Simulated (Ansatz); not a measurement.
A computed series for TiC: response to strain

Take TiC in the rock salt structure (space group Fm-3m, No. 225; a = 4.293 Å; relaxed with 0.1 eV smearing) as the base. Axes: x, y, z lie along the cube axes.

Strains are applied to the cell and any free atomic positions relax.

Level of theory: PBEsol/PAW in Ansatz (a quantum-chemistry and plane-wave program), without spin-orbit coupling.

Notes on the quantities. energy relative to the base: free energy F; pressure: mean of the normal stresses, compression positive.

```json
[
 {"variant": "base", "energy relative to the base": "0 meV/atom", "volume per atom": "9.89 Å³", "pressure": "0.0 GPa"},
 {"variant": "uniaxial strain ε_zz = −3.00 %", "energy relative to the base": "+17 meV/atom", "volume per atom": "9.60 Å³", "pressure": "9.2 GPa"},
 {"variant": "uniaxial strain ε_zz = −1.50 %", "energy relative to the base": "+4.1 meV/atom", "volume per atom": "9.74 Å³", "pressure": "4.3 GPa"},
 {"variant": "uniaxial strain ε_zz = −1.00 %", "energy relative to the base": "+1.8 meV/atom", "volume per atom": "9.79 Å³", "pressure": "2.8 GPa"},
 {"variant": "uniaxial strain ε_zz = −0.50 %", "energy relative to the base": "+0.4 meV/atom", "volume per atom": "9.84 Å³", "pressure": "1.4 GPa"},
 {"variant": "uniaxial strain ε_zz = +1.00 %", "energy relative to the base": "+1.6 meV/atom", "volume per atom": "9.99 Å³", "pressure": "-2.6 GPa"},
 {"variant": "uniaxial strain ε_zz = +1.50 %", "energy relative to the base": "+3.6 meV/atom", "volume per atom": "10.04 Å³", "pressure": "-3.8 GPa"},
 {"variant": "uniaxial strain ε_zz = +2.00 %", "energy relative to the base": "+6.4 meV/atom", "volume per atom": "10.09 Å³", "pressure": "-4.9 GPa"},
 {"variant": "uniaxial strain ε_zz = +2.50 %", "energy relative to the base": "+9.8 meV/atom", "volume per atom": "10.14 Å³", "pressure": "-6.0 GPa"},
 {"variant": "uniaxial strain ε_zz = +3.00 %", "energy relative to the base": "+14 meV/atom", "volume per atom": "10.19 Å³", "pressure": "-7.0 GPa"}
]
```

Whether these cells are dynamically stable was not tested. All final runs are without spin polarisation.
